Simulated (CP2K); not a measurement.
Band structure of CsCd4As3 (P4/mmm, 8 atoms in the cell).

```yaml
crystal:
  lattice:
    - [4.54215, 0.00000, 0.00000]
    - [0.00000, 4.54215, 0.00000]
    - [0.00000, 0.00000, 10.94794]
  atoms:
    - { symbol: Cs, position: [0.00000, 0.00000, 0.50000] }
    - { symbol: Cd, position: [0.50000, 0.00000, 0.83880] }
    - { symbol: Cd, position: [0.50000, 0.00000, 0.16120] }
    - { symbol: Cd, position: [0.00000, 0.50000, 0.83880] }
    - { symbol: Cd, position: [0.00000, 0.50000, 0.16120] }
    - { symbol: As, position: [0.50000, 0.50000, 0.70311] }
    - { symbol: As, position: [0.50000, 0.50000, 0.29689] }
    - { symbol: As, position: [0.00000, 0.00000, 0.00000] }
```

Computed with LDA (Pade form), GPW, DZVP-MOLOPT-SR-GTH basis, GTH-PADE potentials (GTH_POTENTIALS) (CP2K).

Settings: CUTOFF = 500 Ry; REL_CUTOFF = 40 Ry; SMEAR/METHOD = FERMI_DIRAC; ELECTRONIC_TEMPERATURE = 232.09 K; KPOINTS/SCHEME = MONKHORST-PACK 3 3 2; GAMMA_CENTERED = T; XC_FUNCTIONAL = PADE; Cs/BASIS_SET = DZVP-MOLOPT-SR-GTH-q9; Cs/POTENTIAL = GTH-PADE-q9; Cd/BASIS_SET = DZVP-MOLOPT-SR-GTH-q12; Cd/POTENTIAL = GTH-PADE-q12; As/BASIS_SET = DZVP-MOLOPT-SR-GTH-q5; As/POTENTIAL = GTH-PADE-q5; METHOD = GPW.

The starting cell comes from a database of computed structures (which also holds hypothetical and non-ambient phases and stackings), without a prior relaxation at this level. Values carry the incompleteness of an atom-centred basis. The run gives no clean gap (levels at the Fermi energy touch, overlap or are partly filled at this smearing), which alone does not show that the compound is a metal.

Levels in eV from the Fermi level, bands 33 to 38:
```
point     33     34     35     36    37    38
-----  -----  -----  -----  -----  ----  ----
Γ      -1.42  -0.05  -0.05  -0.04  0.03  0.06
X      -1.07  -1.03  -0.91  -0.68  0.32  1.02
M      -2.64  -2.32  -2.32  -1.70  0.53  1.22
Z      -1.34  -1.03  -0.10  -0.10  0.10  1.10
R      -1.04  -0.82  -0.78  -0.69  0.70  1.00
A      -2.51  -2.51  -2.37  -2.09  0.92  1.49
```

No band crosses the Fermi level by more than 0.03 eV along this path.

Higher empty bands are left out: an atom-centred basis made for the valence describes them poorly.
